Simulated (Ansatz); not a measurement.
For Se (model structure, started from the diamond type, Fd-3m, No. 227, 2 atoms in the cell), LDA in Ansatz (plane waves, PAW) gives:

| Quantity | Value |
|---|---|
| equilibrium lattice constant a | 6.169 Å |
| cohesive energy | 2.97 eV/atom |

**Question.** What does r²SCAN+rVV10 (PAW; Ansatz, a program for electronic structure) give for the same quantities?

**Answer.** 
- lattice constant a: 6.255 Å (increases by 1.4 %)
- cohesive energy: 2.02 eV/atom (drops by 0.95 eV/atom)

Changes are worked out from the printed values.

Unless a cell is named, each level is at its own relaxed cell (LDA 29.35, r²SCAN+rVV10 30.59 Å³/atom).

Ansatz's density-functional and Hartree–Fock values are scalar-relativistic unless marked +SOC, with PAW data made under PBE.

A model structure was made by putting elements into a prototype or built by hand; it is no filed structure, need not be a known phase, and can be a saddle point held by its symmetry.
